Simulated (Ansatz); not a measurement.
Cell and atoms of amorphous Si24O53P2:

```xyz
79
Lattice="10.4678 -0.1131 0.1163 -0.1131 10.5334 0.1121 0.1163 0.1121 10.7828" Properties=species:S:1:pos:R:3 pbc="T T T"
Si     0.0272     3.8812     3.6188
Si     6.8347     1.8931     6.6653
Si     9.7521     1.8685     5.9871
Si     2.1115     5.5552     7.8280
Si     9.0041     5.8960     2.2851
Si     1.2871     3.9760     0.7427
Si     2.2446     9.6024     2.5687
Si     0.5402    10.3475     9.4571
Si     2.7722     4.2355     5.1533
Si     6.9686     5.7229     9.5517
Si     4.5464     7.6552     3.2239
Si     6.8460     4.9519     6.6108
Si     8.0698     7.4947     5.8655
Si     5.1611     1.6743     9.1446
Si     0.4416     8.2180     7.0691
Si     7.4483     8.2054     2.9604
Si     9.4974     4.9537    10.5495
Si     4.2876     7.2909     9.0460
Si     1.5837    10.4106     5.3913
Si     9.8856     8.7348     1.4849
Si     3.4650     9.9327    10.4962
Si     3.9723     4.7796     2.2996
Si     5.2155     7.3314     6.3230
Si     0.3576     2.9787     8.8517
O      3.2713     6.0105     8.9286
O      5.0652     3.6298     1.8214
O      0.3979     0.7903     5.5412
O      9.3970     7.8267     6.6881
O      1.3737     2.9487    10.3873
O      2.8348     5.2996     6.3557
O      5.8471     6.8961     9.4134
O      3.9617     1.9383     7.9752
O     10.1752     2.7129     7.2738
O      2.3453     0.0390     3.7886
O      7.9541     5.8431     5.8046
O      5.3848     1.2153     5.9999
O      1.2694     4.0892     4.6547
O      6.9228     2.2376     0.7357
O      8.2137     1.1916     6.2109
O      2.7163     4.6150     1.2935
O      6.4021     4.7954    10.7801
O      3.0717    10.1961     1.2851
O      4.8739     0.2520     9.8393
O      4.9322     2.9123    10.1882
O      9.5797     2.6859     4.5521
O      2.1576    10.3707     9.6759
O      1.3169     8.8649     5.8166
O      0.1725     1.3020     9.0037
O      9.4801     3.6517     9.5923
O      6.6859     8.0192     6.5761
O      8.7057     4.6716     1.2557
O      5.4156     5.7038     6.4176
O      3.3507     2.7488     5.6922
O      0.5783     3.4164     2.1516
O      3.0025     0.3602     6.2727
O      4.6151     6.2775     2.3367
O      0.3113     9.3567     8.1920
O      0.6711     9.3620     2.2825
O      7.5705     6.6044     2.6165
O      9.9227     7.1024     1.6319
O      1.4208     4.1755     8.2364
O      5.8561     8.5718     2.8163
O      7.0762     4.8289     8.2080
O      3.7210     4.4847     3.8802
O     10.2130     9.4984    10.8027
O      1.1056     6.8380     7.6101
O      3.0666     8.2479     2.9222
O      3.7979     8.3563    10.1871
O      6.5414     1.7249     8.2742
O      8.3874     9.1618     2.0227
O      4.5902     7.5789     4.8542
O      0.6000     5.3827    10.8330
O      8.5190     6.1472     9.8907
O      9.7434     5.2218     3.5765
O      8.1014     8.3045     4.4568
O      4.2855     7.9395     7.5232
O      6.7722     3.4139     6.0900
P      3.9321     1.5702     6.4676
P      5.8915     3.2567     0.5284
```

Method: PBE, scalar-relativistic without spin-orbit coupling (plane waves to 420 eV, PAW; Ansatz, an electronic-structure program).

A CHGNet melt-quench gave the starting glass, which DFT then relaxed. O atoms were pushed apart under 1.9 Å during the dynamics, to hinder bonds among them. The hot cell started wider than the set density and was brought back towards it in steps. It is the lowest in DFT energy of 2 quenches. It is a model cell: composition and starting density were chosen by hand, and all elements were melted together. No dispersion term was used. Its density started from a set value of 2.21 and ended at 2.21 g/cm³. The quench (nominally 480 K/ps over its main leg) was far faster than any real one, so the model tends to hold more defects than a real film. One small periodic cell is one sample of the glass; other quenches scatter about these values. The volume was held where the preparation left it and the shape relaxed, at a PBE pressure of -0.5 GPa (tension).

Bonds are counted up to Si-Si 2.60 Å, Si-O 1.98 Å, Si-P 2.55 Å, O-O 1.58 Å, O-P 2.08 Å, P-P 2.50 Å. Two cations that share two anions don't count as bonded, nor two that share one unless they lie closer than Si-Si 2.38 Å, Si-P 2.33 Å, P-P 2.29 Å.

Q: Give the coordination numbers, mean bond lengths and angles.

A: 
| Quantity | Value |
|---|---|
| Mean coordination of Si by anions | 4.04 (23 with 4, 1 with 5) |
| Mean coordination of O | 1.98 (1 with 1, 52 with 2) |
| Mean coordination of P by anions | 4.00 (2 with 4) |
| Mean Si-O bond | 1.643 Å (spread 0.038 Å, 97 counted) |
| Mean O-P bond | 1.553 Å (spread 0.043 Å, 8 counted) |
| Bond angle at Si | mean 109.3°, spread 8.2° |
| Bond angle at O | mean 140.0°, spread 14.7° |
| Bond angle at P | mean 109.3°, spread 5.1° |

Q: Which atoms depart from the most common coordination of their element?

A: Si24 has 5 (O49 1.68 Å, O48 1.69 Å, O61 1.72 Å, O33 1.82 Å, O29 1.84 Å); O38 has 1 (P79 1.46 Å).

Q: List the pairs of like atoms that count as bonded by the rules above.

A: There are none by these rules.
